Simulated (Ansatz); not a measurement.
## SiC: pressure series

The reference is SiC (space group P6_3mc, No. 186; a = 3.058 Å, c = 10.012 Å).

Cell and atoms are relaxed at each pressure.

All numbers come from LDA, PAW, 420 eV (Ansatz, a first-principles code; spin-orbit coupling left out).

Notes on the quantities. enthalpy: H = E + PV relative to the base's energy.

```json
[
 {"case": "base", "smallest direct gap": "3.31 eV", "density": "3.28 g/cm³", "c/a ratio": "3.274", "enthalpy": "–", "band gap": "2.18 eV"},
 {"case": "pressure −2 GPa", "smallest direct gap": "3.31 eV", "density": "3.25 g/cm³", "c/a ratio": "3.274", "enthalpy": "-0.13 eV/atom", "band gap": "2.18 eV"},
 {"case": "pressure −1 GPa", "smallest direct gap": "3.31 eV", "density": "3.27 g/cm³", "c/a ratio": "3.274", "enthalpy": "-0.06 eV/atom", "band gap": "2.18 eV"},
 {"case": "pressure 0.9 GPa", "smallest direct gap": "3.31 eV", "density": "3.30 g/cm³", "c/a ratio": "3.273", "enthalpy": "+0.06 eV/atom", "band gap": "2.18 eV"},
 {"case": "pressure 2.1 GPa", "smallest direct gap": "3.32 eV", "density": "3.31 g/cm³", "c/a ratio": "3.274", "enthalpy": "+0.13 eV/atom", "band gap": "2.19 eV"},
 {"case": "pressure 4.5 GPa", "smallest direct gap": "3.32 eV", "density": "3.35 g/cm³", "c/a ratio": "3.273", "enthalpy": "+0.28 eV/atom", "band gap": "2.19 eV"},
 {"case": "pressure 9 GPa", "smallest direct gap": "3.33 eV", "density": "3.41 g/cm³", "c/a ratio": "3.273", "enthalpy": "+0.56 eV/atom", "band gap": "2.19 eV"},
 {"case": "pressure 15 GPa", "smallest direct gap": "3.34 eV", "density": "3.48 g/cm³", "c/a ratio": "3.273", "enthalpy": "+0.92 eV/atom", "band gap": "2.19 eV"},
 {"case": "pressure 30 GPa", "smallest direct gap": "3.35 eV", "density": "3.65 g/cm³", "c/a ratio": "3.272", "enthalpy": "+1.79 eV/atom", "band gap": "2.20 eV"}
]
```

Load acts through the strain it causes; cell and atoms are relaxed under it. Whether these cells are dynamically stable was not tested. Competing high-pressure phases were not computed.
